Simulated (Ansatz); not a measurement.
PBE against PBEsol: Sc, Sc → La

Base system: Sc in the hcp (Mg type) structure (space group P6_3/mmc, No. 194; a = 3.319 Å, c = 5.166 Å).

(Cell as relaxed with PBE.)

Levels (all Ansatz, a first-principles code, PAW, earlier PAW set): PBE (420 eV, scalar-relativistic without spin-orbit coupling); PBEsol (420 eV, no spin-orbit coupling).

Each level relaxes its own structure.

```
base                        PBE      PBEsol
-------------------  ----------  ----------
volume per atom        24.65 Å³    23.65 Å³
lattice parameter a  6.273 bohr  6.193 bohr
band gap                   zero        zero
```

Now apply this change: full substitution Sc → La, then cell and atoms are relaxed.

| quantity | PBE | PBEsol |
|---|---|---|
| shortest interatomic distance | 7.094 bohr | … |
| c/a ratio | 1.623 | … |
| band gap | zero | … |

Problem. Given the PBE results, estimate those of PBEsol.

Solution. 
- shortest interatomic distance, PBEsol: 6.881 bohr
- c/a ratio, PBEsol: 1.648
- band gap, PBEsol: zero

PBE's shortest interatomic distance lies 0.213 bohr above PBEsol's (3.1 %); PBE's c/a ratio lies 0.025 below PBEsol's; the two agree on the band gap. Neither level is exact; PBEsol is the comparison here, not a measurement.

No phonon test of stability was made. The final runs are not spin-polarised.
